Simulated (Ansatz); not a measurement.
The starting structures come from a database of crystals and need not be the phases stable at ambient conditions.

The decay constant κ of evanescent states in the gap governs leakage through a thin film.

Input:

```yaml
crystal:
  lattice:
    - [5.95044, 0.00000, 0.00000]
    - [0.00000, 10.83653, 0.00000]
    - [2.97522, 5.41826, 2.97522]
  atoms:
    - { symbol: Pd, position: [0.50000, 0.00000, 0.00000] }
    - { symbol: Pd, position: [0.50000, 0.50000, 0.00000] }
    - { symbol: Pb, position: [0.00000, 0.75000, 0.00000] }
    - { symbol: Pb, position: [0.00000, 0.25000, 0.00000] }
    - { symbol: F, position: [0.83679, 0.53818, 0.66321] }
    - { symbol: F, position: [0.16321, 0.46182, 0.33679] }
    - { symbol: F, position: [0.50000, 0.70138, 0.33679] }
    - { symbol: F, position: [0.50000, 0.29862, 0.66321] }
    - { symbol: F, position: [0.16321, 0.20138, 0.33679] }
    - { symbol: F, position: [0.83679, 0.79862, 0.66321] }
    - { symbol: F, position: [0.50000, 0.03818, 0.66321] }
    - { symbol: F, position: [0.50000, 0.96182, 0.33679] }
```

Space group of this cell: I4/mcm. The cell was relaxed by PBE-D3(BJ); by PBEsol its mean pressure is -2.9 GPa.

Transport runs along the normal of the first two printed cell vectors, the (100) plane of the conventional cell.

The gap is the functional's own, uncorrected, and κ follows it; spin-orbit coupling is left out. Mid-gap values are interpolated between the computed energies.

Problem. State the band gap and the smallest decay constant κ at mid-gap according to Ansatz (a quantum-chemistry and plane-wave program) with PBEsol.

Solution. Gap 0.93 eV on a 10×10×10 mesh; κ = 0.294 1/Å, at the zone centre.
